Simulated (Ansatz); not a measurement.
Input and output of a dielectric-response calculation for LiHF2 (R-3m, 4 atoms in the cell) (Ansatz, an electronic-structure program).

Computed with LDA (PW92), default PAW files made with PBE (plane waves; Ansatz).

```
LiHF2
1.0
    1.46258     0.84442     4.35359
   -1.46258     0.84442     4.35359
    0.00000    -1.68885     4.35359
Li H F
1 1 2
Direct
  0.00000   0.00000   0.00000
  0.50000   0.50000   0.50000
  0.41331   0.41331   0.41331
  0.58669   0.58669   0.58669
```

Reference input (self-consistent single point, DFT, LDA (PW92), plane waves, default PAW files made with PBE): basis.ecutwfc = 420 eV; kpoints.mp_grid.grid = 10 10 10; hamiltonian.xc = lda; hamiltonian.pseudopotentials = {kind: paw} (the program's default PAW files); scf.occupations.method = fixed. This run's input differs from it in these lines:

Ansatz 0.2 input:
```diff
@@ -15,3 +15,3 @@
   mp_grid:
-    grid: [10, 10, 10]
+    grid: [7, 7, 7]
 hamiltonian:
@@ -23,6 +23,4 @@
     method: fixed
-output:
-  forces: true
-  eigenvalues: true
-  stress: true
+dielectric:
+  field_mesh: kpoints
```

Output (repeated stretches shortened):

```
SCF iter   1: F=—  HF=-1808.797374 eV  |F-HF|=—  |Δ(HF+E_count)|=         —  Δρ=1.76e-2  dr2=7.01e-2  ethr=1.77e-3  ⟨swp⟩=4.0  Hψ=5587  notcnv=0  defer=135
all-band conjugate gradients solve this SCF's bands
preconditioner: auto → none
SCF iter   2: F=—  HF=-1808.774046 eV  |F-HF|=—  |Δ(HF+E_count)|=   2.33e-2  Δρ=7.50e-3  dr2=6.68e-3  ethr=3.89e-4  ⟨swp⟩=2.5  Hψ=2994  notcnv=0  defer=196
SCF iter   3: F=—  HF=-1808.771069 eV  |F-HF|=—  |Δ(HF+E_count)|=   2.98e-3  Δρ=1.77e-3  dr2=5.10e-4  ethr=3.71e-5  ⟨swp⟩=2.0  Hψ=2151  notcnv=0  defer=198
   [... lines left out ...]
SCF iter   5: F=—  HF=-1808.770692 eV  |F-HF|=—  |Δ(HF+E_count)|=   1.46e-5  Δρ=6.53e-5  dr2=6.14e-7  ethr=1.59e-7  ⟨swp⟩=2.8  Hψ=2081  notcnv=0
SCF iter   6: F=—  HF=-1808.770691 eV  |F-HF|=—  |Δ(HF+E_count)|=   1.24e-6  Δρ=4.79e-6  dr2=3.28e-9  ethr=3.41e-9  ⟨swp⟩=2.6  Hψ=1968  notcnv=0
SCF iter   7: F=—  HF=-1808.770691 eV  |F-HF|=—  |Δ(HF+E_count)|=  6.85e-10  Δρ=1.13e-6  dr2=1.06e-10  ethr=1.82e-11  ⟨swp⟩=2.6  Hψ=2167  notcnv=0
SCF iter   8: F=-1808.770691 eV  HF=-1808.770691 eV  |F-HF|=0.00e0  |Δ(HF+E_count)|=  2.93e-11  Δρ=5.57e-8  dr2=4.18e-13  ethr=1.00e-12  ⟨swp⟩=3.3  Hψ=4242  notcnv=0
SCF 1 converged in 8 iterations: F = -1808.770691 eV  dr2 = 4.18e-13
DFPT response loops at Γ: preconditioner auto → none (the input reference at scf.mixing.eps_inf says where Resta's filter doesn't serve); β = 0.50 …
Free energy (F): -1808.770691 eV
Internal energy: -1808.770691 eV  (E = F + TS)
E sigma→0 (E₀):  -1808.770691 eV
Fermi energy:    -1.072526 eV
--- Dielectric response (ions clamped): 2 representative field directions + reference, on 100 of 343 k-points (Σ response iterations 13) ---
  k mesh reduced under 2 symmetry operations, with k and −k counted as one. Each operation leaves every solved perturbation unchanged …
  ε∞ (high-frequency dielectric tensor):
        1.883151    -0.000000     0.000000
   [... lines left out ...]
        -0.00000   -0.72926    0.00000
        -0.00000    0.00000   -1.53483
    site 3:
        -0.72926   -0.00000   -0.00000
        -0.00000   -0.72926    0.00000
        -0.00000    0.00000   -1.53483
  Z* charge neutrality: 7.644e-6 e pre-enforcement
  k-mesh period / interband length: 20.5 Å / 0.75 Å = 27.18 at k = (0.4286, 0.4286, 0.4286), direct gap 8.970 eV — 14 or more, which is no proof of convergence
```

The run converged in 8 iterations. 

Summary of the result:
- Free energy E − TS (on the zero of these files): -1808.7707 eV
- Top of the valence band (on the code's own zero): -1.07 eV
- Gap on the k-point mesh: 8.14 eV
- ε∞ at this k-point mesh, which may be far from converged in small-gap cells (xx, yy, zz): 1.88, 1.88, 2.15
- Born charges at this mesh (mean of the diagonal, e): Li 1.07, H 0.93, F -1.00, F -1.00

The starting cell comes from a database of computed structures (which also holds hypothetical and non-ambient phases and stackings), without a prior relaxation at this level. Its lattice was rescaled by up to half a per cent.
